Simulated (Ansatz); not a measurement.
Where the default PAW files enter, the runs use the earlier of Ansatz's two default sets.

Crystal: CaO (Fm-3m, rock salt, 2 atoms a cell, 13.9 Å³ an atom); both levels run on this one cell.

Complex bands along the normal of (111) by Ansatz (plane waves, PAW, no spin-orbit coupling). r2SCAN gives a gap of 4.20 eV and a slowest mid-gap decay of 0.386 1/Å.

### Question
What does PBE give on the same cell, and what does that do to the current through 2 nm?

### Answer
Gap 3.65 eV, κ = 0.355 1/Å. The mid-gap transmission through 2 nm changes by exp(2 × 20 × (0.386 − 0.355)) = a factor of 3.5 against r2SCAN.

Ansatz is a program for electronic structure.
